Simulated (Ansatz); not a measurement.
An ideal cubic perovskite cell is held by its symmetry; such compounds can tilt or shift off centre at room temperature.

 Where the default PAW files enter, the runs use the earlier of Ansatz's two default sets.

Tunnelling through a barrier is set by its complex band structure: the current falls as exp(−2κd) with the smallest κ.

Consider the following.

```xyz
5
Lattice="5.9486 0.0000 0.0000 0.0000 8.4126 0.0000 0.0000 4.2063 4.2063" Properties=species:S:1:pos:R:3 pbc="T T T"
Cs     0.0000     0.0000     0.0000
Pb     2.9743     4.2063     0.0000
Br     0.0000     4.2063     0.0000
Br     2.9743     2.1032     2.1032
Br     2.9743     6.3095     2.1032
```

Space group of this cell: Pm-3m, cubic perovskite. The cell is taken as given; by PBEsol its mean pressure is -0.8 GPa.

Transport runs along the normal of the first two printed cell vectors, the (110) plane of the conventional cell.

No gap correction and no spin-orbit coupling; mid-gap values are interpolated between computed energies.

Q: Give the band gap and the smallest decay constant κ at mid-gap that PBEsol run with Ansatz (an electronic-structure program) yields.

A: Gap 1.59 eV on a 8×8×8 mesh; κ = 0.118 1/Å, at (0.500, 0.000) of the in-plane reciprocal vectors. At the zone centre, at the nearest computed energy, the slowest state has κ = 0.18 1/Å.
